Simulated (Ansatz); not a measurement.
The parent structure is AlAs in the zinc blende structure (space group F-43m, No. 216; a = 5.728 Å).

All numbers come from plane-wave PAW DFT at the PBE level (Ansatz, an electronic-structure program, 420 eV), spin-orbit coupling left out, earlier PAW set.

Before the change:

* **Valley order**: X along ⟨100⟩ 1.50 eV; Γ 1.78 eV; L along ⟨111⟩ 2.02 eV
* **Smallest direct gap**: 1.78 eV

The change: the cell is scaled by 0.9492 in all directions, atoms relaxed at fixed cell.

Question: How does this affect the valley order, energy relative to the base and smallest direct gap?

Answer: The valley order (the lowest conduction-band minima on the path, energy above the VBM, named in the base's zone) changes from X along ⟨100⟩ 1.50 eV; Γ 1.78 eV; L along ⟨111⟩ 2.02 eV to X along ⟨100⟩ 1.21 eV; L along ⟨111⟩ 2.62 eV; Γ 3.05 eV; the energy goes up by 136 meV/atom; the smallest direct gap goes up by 1.27 eV (1.78 eV → 3.05 eV).

The cells carry an imposed strain or load. No phonon test of stability was made.
